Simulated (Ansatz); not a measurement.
## MgS under load (space group I4/mmm): band-edge transport data

Given:

```xyz
2
Lattice="0.0000 2.6101 2.5650 2.6101 0.0000 2.5650 2.6101 2.6101 0.0000" Properties=species:S:1:pos:R:3 pbc="T T T"
Mg     0.0000     0.0000     0.0000
S      2.6101     2.6101     2.5650
```

All values below come from r2SCAN with spin-orbit coupling, rigid bands (plane waves, PAW; Ansatz, an electronic-structure program). Condition of this run: uniaxial stress zz = 2 GPa (compression positive) (the target of the relaxation). Cell: cell and atoms relaxed with r2SCAN, then loaded as said.

```json
{
 "band_gap": "3.36 eV",
 "electron conductivity mass (300 K, dilute)": "0.33 (x), 0.33 (y), 0.50 (z) mₑ",
 "hole conductivity mass (300 K, dilute)": "1.11 (x), 1.11 (y), 1.30 (z) mₑ",
 "effective density of states N_c (300 K)": "6.3e18 cm⁻³",
 "effective density of states N_v (300 K)": "4.5e19 cm⁻³",
 "density_of_states_mass_electrons": "0.40 mₑ",
 "density_of_states_mass_holes": "1.48 mₑ",
 "Seebeck coefficient, n-type 1e19 cm⁻³, 300 K": "-206 μV/K",
 "best n-type power factor at 300 K for τ = 10 fs (best axis; densities from 1e16 to 1e21 cm⁻³ tried, whether or not they can be reached)": "6.8 μW/(cm·K²) at 1e20 cm⁻³",
 "Seebeck coefficient, p-type 1e19 cm⁻³, 300 K": "407 μV/K"
}
```

Rigid bands; masses and Seebeck coefficients take one relaxation time τ for all states and one kind of carrier; polarons and phonon drag are left out.
